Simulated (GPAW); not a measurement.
# Pressure against volume in hcp Sc (space group 194) (GPAW, PBEsol)

```
CELL_PARAMETERS angstrom
      3.21389     0.00000     0.00000
     -1.60695     2.78331     0.00000
      0.00000     0.00000     5.11699
ATOMIC_POSITIONS crystal
  Sc 0.66667 0.33333 0.75000
  Sc 0.33333 0.66667 0.25000
```

Method of the run: PBEsol, GPAW PAW datasets PBEsol (made by gpaw-setup) (plane waves; GPAW). Settings: mode = pw; ecut = 780 eV; xc = PBEsol; kpts = 20 20 11; mesh shift (steps) = 0 0 0; occupations.name = fermi-dirac; occupations.width = 0.05 eV; nbands = -6; symmetry.symmorphic = false; symmetry.tolerance = 0.0005; maxiter = 150. The cell above is the first row's. The rows scale it uniformly. In all rows fractional positions and the k mesh are held.

| V (Å^3/atom) | P (GPa) |
|---|---|
| 22.886 | 2.10 |
| 23.384 | 0.77 |
| 23.881 | -0.45 |
| 24.379 | -1.56 |
| 24.877 | -2.58 |
| 25.374 | -3.51 |
| 25.872 | -4.36 |
| 26.369 | -5.13 |
| 26.867 | ? |

Fit P of the 8 rows that show it with a cubic. With u = V - 24.6, the rows have u = -1.7140, -1.2160, -0.7190, -0.2210, 0.2770, 0.7740, 1.2720, 1.7690. Least squares gives P = -2.026 - 2.0561·u + 0.1877·u² - 0.00996·u³. Residuals (row less fit): 0.000, 0.000, -0.003, 0.002, 0.001, 0.000, -0.002, 0.001; standard error 0.002 (degrees of freedom: 4). The fitted pressure is zero at V0 = 23.69, where dP/dV = -2.421, so B0 = -V0·dP/dV = 57.4 GPa.

Q: What does the fit predict for P at V = 26.867, and how far is the calculated value from it?

A: u = 2.2670, so P = -2.026 - 2.0561 × 2.2670 + 0.1877 × 2.2670² - 0.00996 × 2.2670³ = -5.839 GPa. The calculation gives -5.84 GPa, which the fit meets to the printed digits. The row lies outside the fitted rows, so this is an extrapolation. From the scatter of the fitted rows alone, a prediction at this place has a standard error of 0.006 GPa, so the miss is 0.2 times that.

Carrying the step between the two nearest rows on in a straight line would have given -5.90, off by 0.06; series whose last step already gives the withheld value aren't shown. The scan was laid around a cell of about the measured size, scaled by a guess for this functional; axis ratios and inner coordinates come from that cell. The runs keep the symmetry of the cell, so they don't test it for distortions. The shape of the cell and the inner coordinates aren't relaxed, so V0 and B0 belong to this uniform scaling; a relaxed crystal lies no higher in energy and is usually softer. Cutoffs and mesh are single choices, not tested for convergence of this quantity. Series with a scatter that would blur these digits, or in which a gap closes, are not shown.
